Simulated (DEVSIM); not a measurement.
Device: Cr/Al2O3/p-Ge capacitor, at 300 K.

| layer (left to right) | material | thickness (nm) | Na (cm⁻³) |
|---|---|---|---|
| 1 | Al2O3 | 2.10 | - |
| 2 | Ge | 3500 | 1.4e16 |

Metal gate on the left, work function 4.5 eV. Fixed charge at the semiconductor interface -5.9e11 cm⁻² (in units of +e); no interface traps.

Constants are typed, rounded textbook-type inputs, not results; the design itself was drawn at random and stands for no fabricated device. Values at 300 K.

| parameter | Al2O3 | Ge |
|---|---|---|
| gap (eV) | 6.8 | 0.664 |
| affinity (eV) | 1.35 | 4 |
| permittivity | 9 | 16 |
| Nc (cm⁻³) | - | 1.04e19 |
| Nv (cm⁻³) | - | 6e18 |

DEVSIM, 1D Poisson equation in equilibrium, Boltzmann statistics, complete ionisation; no quantum confinement or tunnelling. Metal contacts follow the ideal Schottky-Mott rule: no Fermi-level pinning, no interface dipoles.

Task: Tabulate band edges, carrier densities and field at 0.25 V on the gate.

Result: Energies count from the Fermi level of the right contact; mesh points crowd at the junctions.

| x (μm) | Ec (eV) | Ev (eV) | n (cm⁻³) | p (cm⁻³) | field (V/cm) |
|---|---|---|---|---|---|
| 0.000 | 2.900 | -3.900 | < 1e2 | < 1e2 | 160000 |
| 0.0007999 | 2.913 | -3.887 | < 1e2 | < 1e2 | 160000 |
| 0.001556 | 2.925 | -3.875 | < 1e2 | < 1e2 | 160000 |
| 0.002362 | 0.285 | -0.379 | 1.7e14 | 2.6e12 | 25000 |
| 0.004739 | 0.291 | -0.373 | 1.4e14 | 3.2e12 | 25000 |
| 0.008679 | 0.300 | -0.364 | 9.4e13 | 4.7e12 | 24000 |
| 0.01670 | 0.319 | -0.345 | 4.5e13 | 9.6e12 | 23000 |
| 0.04305 | 0.373 | -0.291 | 5.6e12 | 7.9e13 | 19000 |
| 0.08671 | 0.439 | -0.225 | 4.3e11 | 1.0e15 | 12000 |
| 0.1817 | 0.498 | -0.166 | 4.5e10 | 9.7e15 | 2200 |
| 0.3691 | 0.507 | -0.157 | 3.1e10 | 1.4e16 | 24 |
| 0.9843 | 0.507 | -0.157 | 3.1e10 | 1.4e16 | ≈ 0 |
| 1.921 | 0.507 | -0.157 | 3.1e10 | 1.4e16 | ≈ 0 |
| 2.727 | 0.507 | -0.157 | 3.1e10 | 1.4e16 | ≈ 0 |
| 3.212 | 0.507 | -0.157 | 3.1e10 | 1.4e16 | ≈ 0 |
| 3.361 | 0.507 | -0.157 | 3.1e10 | 1.4e16 | ≈ 0 |
| 3.436 | 0.507 | -0.157 | 3.1e10 | 1.4e16 | ≈ 0 |
| 3.470 | 0.507 | -0.157 | 3.1e10 | 1.4e16 | ≈ 0 |
| 3.491 | 0.507 | -0.157 | 3.1e10 | 1.4e16 | ≈ 0 |
| 3.497 | 0.507 | -0.157 | 3.1e10 | 1.4e16 | ≈ 0 |
| 3.500 | 0.507 | -0.157 | 3.1e10 | 1.4e16 | ≈ 0 |
| 3.502 | 0.507 | -0.157 | 3.1e10 | 1.4e16 | ≈ 0 |
